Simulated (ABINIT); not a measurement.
ABINIT run on K2S (Fm-3m, 3 atoms in the cell): self-consistent single point.

Method of the run: PBE, PAW (JTH v2.0 PBE PAW) (plane waves; ABINIT 10.0.3).

The change in words: lattice scaled by 0.98. Reference geometry:
```yaml
crystal:
  lattice:
    - [0.00000, 3.73649, 3.73649]
    - [3.73649, 0.00000, 3.73649]
    - [3.73649, 3.73649, 0.00000]
  atoms:
    - { symbol: K, position: [0.25000, 0.25000, 0.25000] }
    - { symbol: K, position: [0.75000, 0.75000, 0.75000] }
    - { symbol: S, position: [0.00000, 0.00000, 0.00000] }
```

Reference input (self-consistent single point, DFT, PBE, plane waves, PAW (JTH v2.0 PBE PAW)): pseudos = [K.GGA_PBE-JTH.xml, S.GGA_PBE-JTH.xml]; ecut = 21 Ha; pawecutdg = 42 Ha; pawxcdev = 0; occopt = 3; tsmear = 0.00183747 Ha; ngkpt = 6 6 6; nshiftk = 1; shiftk = 0 0 0; potentials = JTH v2.0 PBE PAW; nband = 17; kptopt = 1. This run's input differs from it in these lines:

```diff
@@ -5,5 +5,5 @@
 rprim
-         0.0000000000    3.7364920000    3.7364920000
-         3.7364920000    0.0000000000    3.7364920000
-         3.7364920000    3.7364920000    0.0000000000
+         0.0000000000    3.6617620000    3.6617620000
+         3.6617620000    0.0000000000    3.6617620000
+         3.6617620000    3.6617620000    0.0000000000
 natom 3
@@ -13,4 +13,4 @@
 xcart
-         3.5304732734    3.5304732734    3.5304732734
-        10.5914198203   10.5914198203   10.5914198203
+         3.4598636568    3.4598636568    3.4598636568
+        10.3795909703   10.3795909703   10.3795909703
          0.0000000000    0.0000000000    0.0000000000
```

Output (repeated stretches shortened):

```
--- !BeginCycle
solver: {iscf: 17, nstep: 100, nline: 4, wfoptalg: 10, }
tolerances: {toldfe: 1.00E-09, }
...

     iter   Etot(hartree)      deltaE(h)  residm     nres2
 ETOT  1  -67.319364568359    -6.732E+01 1.403E-01 1.666E+01
 ETOT  2  -67.489361307822    -1.700E-01 9.863E-03 6.681E+00
 ETOT  3  -67.481827197481     7.534E-03 1.037E-03 2.055E+00
 ETOT  4  -67.479409280484     2.418E-03 6.017E-04 1.083E-01
 ETOT  5  -67.479800773398    -3.915E-04 2.144E-04 1.418E-02
   [... 4 lines left out ...]
 ETOT 10  -67.480149022693    -5.317E-07 2.477E-04 5.772E-07
 ETOT 11  -67.480149026274    -3.581E-09 7.047E-05 5.937E-08
 ETOT 12  -67.480149026424    -1.497E-10 1.714E-04 1.465E-08
 ETOT 13  -67.480149026474    -5.046E-11 4.227E-05 6.295E-11
 At SCF step   13, etot is converged :
  for the second time, diff in etot=  5.046E-11 < toldfe=  1.000E-09

 Cartesian components of stress tensor (hartree/bohr^3)
  sigma(1 1)= -4.16663137E-05  sigma(3 2)=  0.00000000E+00
  sigma(2 2)= -4.16663137E-05  sigma(3 1)=  0.00000000E+00
  sigma(3 3)= -4.16663137E-05  sigma(2 1)=  0.00000000E+00

 ----iterations are completed or convergence reached----

 reduced coordinates (array xred) for    3 atoms
       0.250000000000      0.250000000000      0.250000000000
       0.750000000000      0.750000000000      0.750000000000
       0.000000000000      0.000000000000      0.000000000000
 cartesian forces (eV/Angstrom) at end:
    1     -0.00000000000000    -0.00000000000000     0.00000000000000
    2     -0.00000000000000     0.00000000000000    -0.00000000000000
   [... lines left out ...]
 Fermi (or HOMO) energy (hartree) =   0.11136   Average Vxc (hartree)=  -0.27495
 Fermi (or HOMO) energy (eV) =   3.03038   Average Vxc (eV)=  -7.48185
   [... lines left out ...]
'-kT*entropy'       : -1.50193105752329E-13
total_energy        : -6.74801500795883E+01
total_energy_eV     : -1.83622826674609E+03
...

-Cartesian components of stress tensor (GPa)         [Pressure=  1.2259E+00 GPa]
- sigma(1 1)= -1.22586507E+00  sigma(3 2)=  0.00000000E+00
- sigma(2 2)= -1.22586507E+00  sigma(3 1)=  0.00000000E+00
- sigma(3 3)= -1.22586507E+00  sigma(2 1)=  0.00000000E+00

 Calculation completed.
```

The run converged in 13 iterations. Against the reference run the free energy rises by 7.5 meV/atom, the pressure goes from -0.03 to 1.23 GPa and the gap on the mesh goes from 2.310 to 2.464 eV.

The starting cell has typed, rounded lattice constants, without a prior relaxation at this level. Its lattice was rescaled by a random factor within 2.5 % of one. For this run, on top of that: lattice scaled by 0.98.

Cost on one core of a shared machine: roughly 30 s.
